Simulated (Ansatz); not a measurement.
Consider WSe2 in the 2H-MoS2 type structure (space group P6_3/mmc, No. 194; a = 3.2305 Å, c = 12.4113 Å; layered, stacked along the Cartesian z axis).

Level of theory: PBEsol-D3(BJ) (Ansatz, a first-principles code), no spin-orbit coupling.

One change was made to it. Results:

```json
[
 {"quantity": "c/a ratio", "base": "3.842", "after": "3.815"},
 {"quantity": "band gap", "base": "0.67 eV", "after": "zero"},
 {"quantity": "density", "base": "10.12 g/cm³", "after": "14.47 g/cm³"}
]
```

Which of these changes matches the shifts?
A. pressure 7 GPa
B. pressure 15 GPa
C. pressure 3 GPa
D. pressure 75 GPa

D, pressure 75 GPa. For comparison, the band gap in the other runs: pressure 15 GPa gives 0.18 eV; pressure 3 GPa gives 0.54 eV; pressure 7 GPa gives 0.40 eV.

A case with no gap was solved on a k-mesh chosen for an insulator, which is coarse for it. Spin-orbit coupling, missing from the scalar runs, can matter with W. Load acts through the strain it causes; cell and atoms are relaxed under it. No phonon test of stability was made. Competing high-pressure phases were not computed. All final runs are without spin polarisation. The zero or small gap of WSe2 under pressure 15 GPa can change with the level of theory.
